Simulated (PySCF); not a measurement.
PySCF 2.14.0, unrestricted WB97X/def2-tzvp, df: Y(F)3 anion ([F][Y]([F])[F]), charge -1, multiplicity 2, 4 atoms. The geometry is a generated start, not checked to be a minimum at this level.

```
Quantity                                            Result
-------------------------  -------------------------------
task                                                energy
method                                               wb97x
basis                                            def2-tzvp
two-electron scheme                        density fitting
mol.max_memory                                     3000 MB
mf.max_cycle                                           100
mf.init_guess                              minao (default)
mf.DIIS                                    CDIIS (default)
mf.diis_space                                  8 (default)
mf.conv_tol                                1e-09 (default)
mf.grids.level                                 3 (default)
effective core potentials  those of the basis set, past Kr
basis functions                                        133
grid points                                          64664
```

```xyz
4

Y      0.1157    -0.2340    -0.5776
F     -1.4645    -0.8080     0.2644
F     -0.0504     1.6406    -0.4447
F      1.3992    -0.5985     0.7579
```

Charge -1 and multiplicity 2 are set for this test and not shown to be the ground state.

One run each on 2 threads, 1 BLAS thread. Values of level_shift (Hartree) tried: 0 (default), 0.1, 0.3, 1.

Task: Which value of level_shift (Hartree) needs the fewest Fock builds, and what happens away from it?

Result: Fewest Fock builds: 0 (default) with 15. The count rises to 50 at 1. All converge to one solution.

```json
[
 {"level_shift (Hartree)": "0 (default)", "Fock builds": "15", "end": "same solution"},
 {"level_shift (Hartree)": "0.1", "Fock builds": "17", "end": "same solution"},
 {"level_shift (Hartree)": "0.3", "Fock builds": "24", "end": "same solution"},
 {"level_shift (Hartree)": "1", "Fock builds": "50", "end": "same solution"}
]
```
